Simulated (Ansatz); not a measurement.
Consider a 24-atom supercell of FeS2 (space group Pnnm, No. 58; non-magnetic) at its relaxed geometry.

```yaml
crystal:
  lattice:
    - [4.36746, -5.33315, 0.00000]
    - [4.36746, 5.33315, 0.00000]
    - [-4.36746, 0.00000, 6.68897]
  atoms:
    - { symbol: Fe, position: [0.12500, 0.62500, 0.25000] }
    - { symbol: Fe, position: [0.37500, 0.87500, 0.75000] }
    - { symbol: Fe, position: [0.62500, 0.12500, 0.25000] }
    - { symbol: Fe, position: [0.87500, 0.37500, 0.75000] }
    - { symbol: Fe, position: [0.00000, 0.00000, 0.00000] }
    - { symbol: Fe, position: [0.25000, 0.25000, 0.50000] }
    - { symbol: Fe, position: [0.50000, 0.50000, 0.00000] }
    - { symbol: Fe, position: [0.75000, 0.75000, 0.50000] }
    - { symbol: S, position: [0.04139, 0.91579, 0.25000] }
    - { symbol: S, position: [0.29139, 0.16579, 0.75000] }
    - { symbol: S, position: [0.54139, 0.41579, 0.25000] }
    - { symbol: S, position: [0.79139, 0.66579, 0.75000] }
    - { symbol: S, position: [0.79079, 0.41639, 0.00000] }
    - { symbol: S, position: [0.04079, 0.66639, 0.50000] }
    - { symbol: S, position: [0.29079, 0.91639, 0.00000] }
    - { symbol: S, position: [0.54079, 0.16639, 0.50000] }
    - { symbol: S, position: [0.20921, 0.58361, 0.00000] }
    - { symbol: S, position: [0.45921, 0.83361, 0.50000] }
    - { symbol: S, position: [0.70921, 0.08361, 0.00000] }
    - { symbol: S, position: [0.95921, 0.33361, 0.50000] }
    - { symbol: S, position: [0.20861, 0.33421, 0.25000] }
    - { symbol: S, position: [0.45861, 0.58421, 0.75000] }
    - { symbol: S, position: [0.70861, 0.83421, 0.25000] }
    - { symbol: S, position: [0.95861, 0.08421, 0.75000] }
```

Computed with PBEsol, PAW, 420 eV (Ansatz, a program for electronic structure; spin-orbit coupling left out), earlier PAW set.

One neutral defect a cell, atoms relaxed at fixed cell.

One change was made to it. Results:

| quantity | base | after |
|---|---|---|
| pressure | 0.0 GPa | 5.9 GPa |
| gap of the supercell | 0.96 eV | zero |
| total moment of the cell | – | 0.0 μB |
| largest displacement of a host atom from its site in the perfect cell | – | 0.14 Å |

Q: What was done to the base?
A. Li interstitial (started 2.02 Å from the nearest host atom)
B. Hg on a Fe site
C. Te on a S site

A: A, Li interstitial (started 2.02 Å from the nearest host atom). For comparison, the gap of the supercell in the other runs: Te on a S site gives 0.77 eV; Hg on a Fe site gives 0.09 eV.

The magnetic state is the one reached from the starting moments; the real material's order can differ, and small cells can't hold many antiferromagnetic ones. The cell is small, so the values are those of an ordered compound at a high defect concentration; dilute-limit values will differ. The mesh was chosen for an insulator and is coarse for the gapless case. Spin-orbit coupling, missing from the scalar runs, can matter with Hg and Te. Starting moments died away, wholly or in part, for Li interstitial (started 2.02 Å from the nearest host atom), the base, Te on a S site and Hg on a Fe site; another magnetic solution may exist. Spin-polarised in the final run: Li interstitial (started 2.02 Å from the nearest host atom), Te on a S site and Hg on a Fe site; the other runs are not.
